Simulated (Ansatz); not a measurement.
Reference: Sc$_{3}$SnC (Pm-3m), PBEsol, DFPT electron-phonon coupling, linearised Boltzmann equation (plane waves, PAW, scalar-relativistic; Ansatz, a program for electronic structure); geometry: relaxed with this functional, without spin-orbit coupling.

```
Sc3SnC
1.0
    4.48084     0.00000     0.00000
    0.00000     4.48084     0.00000
    0.00000     0.00000     4.48084
Sc Sn C
3 1 1
Direct
  0.00000   0.50000   0.50000
  0.50000   0.00000   0.50000
  0.50000   0.50000   0.00000
  0.00000   0.00000   0.00000
  0.50000   0.50000   0.50000
```

* **resistivity at 300 K**: 23 μΩ·cm
* **mean free path at 300 K**: 8.6 nm
* **electron-phonon coupling λ**: 0.175
* **logarithmic mean phonon energy**: 28 meV

Task: Replace Sn by Pb on the same sites and relax. What happens?

Result: Sc$_{3}$PbC (Pm-3m): volume per atom 18.0 to 18.3 Å³; resistivity at 300 K stays about the same (23 μΩ·cm to 23 μΩ·cm); mean free path at 300 K stays about the same (8.6 nm to 8.8 nm); electron-phonon coupling λ stays about the same (0.175 to 0.169); logarithmic mean phonon energy stays about the same (28 meV to 28 meV).

Moves up to 5 % count as about the same. Metals; harmonic phonons alone scatter; means over directions. The mean free path is weighted by the current that each state carries. Halving the electron mesh moves these values by up to 3 %; q meshes are mostly untested. Spin-orbit coupling is left out.

Computed structure with no diffraction record at hand here (it may be known, metastable or hypothetical): Sc3PbC (Pm-3m), Sc3SnC (Pm-3m). The missing spin-orbit coupling matters most for Sc3PbC (Pm-3m).
